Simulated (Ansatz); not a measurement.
The starting structures come from a database of crystals and need not be the phases stable at ambient conditions.

 Where the default PAW files enter, the runs use the earlier of Ansatz's two default sets.

By LDA, the system below comes out a metal.

A figure of merit of an interconnect metal is its ballistic conductance per area.

Here is the system:

```yaml
crystal:
  lattice:
    - [3.24126, 0.00000, 0.00000]
    - [-1.08042, 3.05589, 0.00000]
    - [1.08042, 1.52794, 2.64647]
  atoms:
    - { symbol: Sb, position: [0.00000, 0.00000, 0.00000] }
```

Space group of this cell: Im-3m, bcc (W type). The cell is taken as given; by LDA its mean pressure is -1.9 GPa.

The current flows along the normal of the first two printed cell vectors, the (110) plane of the conventional cell. No spin-orbit coupling; the value is a mean over 0.1 eV about the Fermi level.

**Question.** Compute, with LDA in Ansatz (a program for electronic structure), the ballistic conductance per area.

**Answer.** 1.4 × 10¹⁵ S/m² for both spins.
